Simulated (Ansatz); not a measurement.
Consider SnO₂ in the rutile structure (space group P4_2/mnm, No. 136; a = 4.7692 Å, c = 3.2120 Å). Axes: x, y, z lie along a, b, c of the conventional cell.

The values are results of PBEsol (Ansatz, an electronic-structure program, PAW, spin-orbit coupling left out), not measurements.

Strains are applied to the cell and any free atomic positions relax.

One change was made to it. Results:

```json
[
 {"quantity": "valence-band top at Γ (three highest levels, from the VBM)", "base": "0.00, -0.77, -0.77 eV", "after": "0.00, -0.72, -0.72 eV"},
 {"quantity": "hole mass", "base": "1.7 mₑ along c, 1.3 mₑ across (at Γ)", "after": "1.7 mₑ along z, 1.3 mₑ across (at Γ)"},
 {"quantity": "band gap", "base": "0.92 eV", "after": "0.59 eV"},
 {"quantity": "width of the top valence band", "base": "1.24 eV", "after": "1.20 eV"},
 {"quantity": "energy relative to the base (free energy F)", "base": "0 meV/atom", "after": "+8.3 meV/atom"}
]
```

### Question
Name the change that was made.
A) uniaxial strain ε_zz = +3.00 %
B) uniaxial strain ε_zz = +0.60 %
C) uniaxial strain ε_zz = +2.40 %
D) uniaxial strain ε_zz = +1.20 %
E) uniaxial strain ε_zz = +1.80 %

### Answer
C, uniaxial strain ε_zz = +2.40 %. For comparison, the band gap in the other runs: uniaxial strain ε_zz = +1.20 % gives 0.75 eV; uniaxial strain ε_zz = +0.60 % gives 0.84 eV; uniaxial strain ε_zz = +3.00 % gives 0.51 eV; uniaxial strain ε_zz = +1.80 % gives 0.67 eV.

Effective masses come from finite differences of ±0.01 Å⁻¹. No phonon test of stability was made.
